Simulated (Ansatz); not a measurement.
# Pressure series in BaHfO3

Start from BaHfO$_{3}$ in the cubic perovskite structure (space group Pm-3m, No. 221; a = 4.2062 Å).

Cell and atoms are relaxed at each pressure.

Computed with Ansatz (a program for electronic structure) PBE, no SOC.

```tsv
pressure (GPa)	volume per atom (Å³/atom)
-2	15.082
-1	14.981
0	14.884
0.3	14.856
0.7	14.818
1.5	14.743
5	?
7.5	14.244
10	14.061
```

Q: Fit the third-order Birch–Murnaghan form P(V) = (3B₀/2)[(V₀/V)^(7/3) − (V₀/V)^(5/3)]·[1 + (3/4)(B₀′ − 4)((V₀/V)^(2/3) − 1)] (squares taken in P) to the rows shown and predict the withheld row.

A: Least squares on the printed values gives V₀ = 14.884 Å³/atom, B₀ = 155 GPa, B₀′ = 4.4; this predicts 14.442 Å³/atom, and the run gives 14.441 Å³/atom, in agreement.

Load acts through the strain it causes; cell and atoms are relaxed under it. No phonon test of stability was made. Competing high-pressure phases were not computed. The base started in P4mm and relaxed to Pm-3m at this level.
